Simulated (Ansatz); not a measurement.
BiVO₄ (I4₁/amd, No. 141, 12 atoms in the cell; start mp-545850; a measured phase of this formula has another space group), treated with LDA (plane waves, PAW; Ansatz, an electronic-structure program).

The input as run:

Ansatz 0.2 input:
```yaml
crystal:
  lattice:
    - [-3.6106137937, 3.6106137937, 3.1808131933]
    - [3.6106137937, -3.6106137937, 3.1808131933]
    - [3.6106137937, 3.6106137937, -3.1808131933]
  atoms:
    - { symbol: V, position: [0.25, 0.75, 0.5] }
    - { symbol: V, position: [0.5, 0.5, 0.0] }
    - { symbol: Bi, position: [0.0, 0.0, 0.0] }
    - { symbol: Bi, position: [0.75, 0.25, 0.5] }
    - { symbol: O, position: [0.6703449242, 0.4886674866, 0.8183225624] }
    - { symbol: O, position: [0.2386674866, 0.9203449242, 0.3183225624] }
    - { symbol: O, position: [0.6703449242, 0.8520223618, 0.1816774376] }
    - { symbol: O, position: [0.6020223618, 0.9203449242, 0.6816774376] }
    - { symbol: O, position: [0.0796550758, 0.3979776382, 0.3183225624] }
    - { symbol: O, position: [0.5113325134, 0.3296550758, 0.1816774376] }
    - { symbol: O, position: [0.0796550758, 0.7613325134, 0.6816774376] }
    - { symbol: O, position: [0.1479776382, 0.3296550758, 0.8183225624] }
basis:
  ecutwfc: 520
  ecutrho_ratio: 4
  xc_grid: 2
kpoints:
  mp_grid: { grid: [8, 8, 8] }
  band_path:
    path:
      - [0.0, 0.0, 0.0]
      - [0.0, 0.0, 0.1]
      - [0.0, 0.0, 0.2]
      - [0.0, 0.0, 0.3]
      - [0.0, 0.0, 0.4]
      - [0.0, 0.0, 0.5]
      - [-0.1, 0.1, 0.5]
      - [-0.2, 0.2, 0.5]
      - [-0.3, 0.3, 0.5]
      - [-0.4, 0.4, 0.5]
      - [-0.5, 0.5, 0.5]
      - [-0.4375, 0.4375, 0.4375]
      - [-0.375, 0.375, 0.375]
      - [-0.3125, 0.3125, 0.3125]
      - [-0.25, 0.25, 0.25]
      - [-0.1875, 0.1875, 0.1875]
      - [-0.125, 0.125, 0.125]
      - [-0.0625, 0.0625, 0.0625]
      - [0.055503, 0.055503, -0.055503]
      - [0.111006, 0.111006, -0.111006]
      - [0.166509, 0.166509, -0.166509]
      - [0.222012, 0.222012, -0.222012]
      - [0.277515, 0.277515, -0.277515]
      - [0.333018, 0.333018, -0.333018]
      - [0.388521, 0.388521, -0.388521]
      - [0.444023, 0.444023, -0.444023]
      - [-0.444023, 0.555977, 0.444023]
      - [0.0625, 0.0625, 0.4375]
      - [0.125, 0.125, 0.375]
      - [0.1875, 0.1875, 0.3125]
      - [0.25, 0.25, 0.25]
      - [0.166667, 0.333333, 0.166667]
      - [0.083333, 0.416667, 0.083333]
      - [0.0, 0.5, 0.0]
      - [0.0, 0.416667, 0.0]
      - [0.0, 0.333333, 0.0]
      - [0.0, 0.25, 0.0]
      - [0.0, 0.166667, 0.0]
      - [0.0, 0.083333, 0.0]
    npoints: 1
hamiltonian:
  xc: lda
  dispersion: none
  pseudopotentials: { azcp: { folder: ./paw }, kind: paw }
scf:
  occupations: { method: fermi_dirac, width: 0.01 }
  convergence: { dr2_threshold: 0.0000000012 }
output:
  forces: true
  stress: true
  eigenvalues: true
  write_bands: true
```

From the output:

```
Crystal: 12 atoms, lattice volume = 165.867 Å³
Basis set: ecut = 520 eV, 4415 PW (Γ), exchange–correlation on 90×90×90 points (8 copies of the dense FFT grid, shifted against one another)
Bands: 64, of which v1, the nominal top of the filled ones, is band 52 counted from 1 (51 counted from 0)
Symmetry: 16 space group operations
Space group: I41/amd (ITA 141), of the structure as read, at distance tolerance 5.5e-5 Å
k-points: 59 of 512
Initial density: superposition of atomic densities (chi_scale 0.1, normalization cell, long waves kept (reshape's long-wave potential 0.01 eV rms))
Functional: x = slater, c = lda
SCF iter   1: F=—  HF=-34346.088983 eV  |F-HF|=—  |Δ(HF+E_count)|=         —  Δρ=8.68e-2  dr2=2.27e1
SCF iter   2: F=—  HF=-34344.709025 eV  |F-HF|=—  |Δ(HF+E_count)|=    1.38e0  Δρ=8.79e-2  dr2=1.28e1
  ...
SCF iter  10: F=—  HF=-34342.327266 eV  |F-HF|=—  |Δ(HF+E_count)|=   6.09e-5  Δρ=3.31e-6  dr2=2.62e-8
SCF iter  11: F=-34342.327266 eV  HF=-34342.327266 eV  |F-HF|=4.22e-10  |Δ(HF+E_count)|=  4.07e-10  Δρ=6.18e-7  dr2=7.11e-10
SCF 1 converged in 11 iterations: F = -34342.327266 eV  dr2 = 7.11e-10
SCF converged after 11 iterations
Free energy (F): -34342.327266 eV
Internal energy: -34342.327266 eV  (E = F + TS)
E sigma→0 (E₀):  -34342.327266 eV
Fermi energy:    8.213033 eV
--- Forces (eV/Å), atoms counted from 1 ---
  atom   1  V     -0.00000000    -0.00000000    -0.00000000
  atom   2  V      0.00000000     0.00000000     0.00000000
  atom   3  Bi     0.00000000     0.00000000     0.00000000
  atom   4  Bi    -0.00000000     0.00000000    -0.00000000
  atom   5  O     -0.00128544    -0.00000000     0.00089013
  atom   6  O      0.00000000    -0.00128544     0.00089013
  atom   7  O      0.00128544    -0.00000000     0.00089013
  atom   8  O     -0.00000000     0.00128544     0.00089013
  atom   9  O     -0.00128544    -0.00000000    -0.00089013
  atom  10  O     -0.00000000     0.00128544    -0.00089013
  atom  11  O      0.00128544    -0.00000000    -0.00089013
  atom  12  O      0.00000000    -0.00128544    -0.00089013
--- Stress (GPa, compression-positive) ---
        0.006341       0.000000       0.000000
        0.000000       0.006341      -0.000000
        0.000000      -0.000000       0.003591
  P = ⅓ Tr σ = 0.0054 GPa (0.054 kbar)
```

The PAW data were made under PBE.

A start named mp-… is a Materials Project structure, which need not be a measured phase.
